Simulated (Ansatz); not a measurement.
The parent structure is AlN in the wurtzite structure (space group P6_3mc, No. 186).

```xyz
4
Lattice="3.1066 0.0000 0.0000 -1.5533 2.6904 0.0000 0.0000 0.0000 4.9780" Properties=species:S:1:pos:R:3 pbc="T T T"
Al     0.0000     1.7936     4.9610
Al     1.5533     0.8968     2.4720
N      0.0000     1.7936     1.8828
N      1.5533     0.8968     4.3718
```

Cartesian axes are those of the cell as printed.

Levels (all Ansatz, a first-principles code, PAW, earlier PAW set): r2SCAN (500 eV, spin-orbit coupling left out); HSE06 (420 eV, no spin-orbit coupling).

Its gap is 4.87 eV with r2SCAN and 5.60 eV with HSE06.

Now apply this change: biaxial strain +2.36 %, plane normal [001], relaxed out of plane (Cartesian); in-plane vectors clamped, the third vector and the atoms free.

With r2SCAN the gap becomes 4.37 eV.

Q: If the HSE06 correction stayed the same, what would the HSE06 gap be, and what does the HSE06 run give?

A: A rigid correction of +0.73 eV gives 5.10 eV. The HSE06 run gives 5.10 eV, so the two effects roughly add.

Single points use the geometry relaxed with r2SCAN. Whether these cells are dynamically stable was not tested.
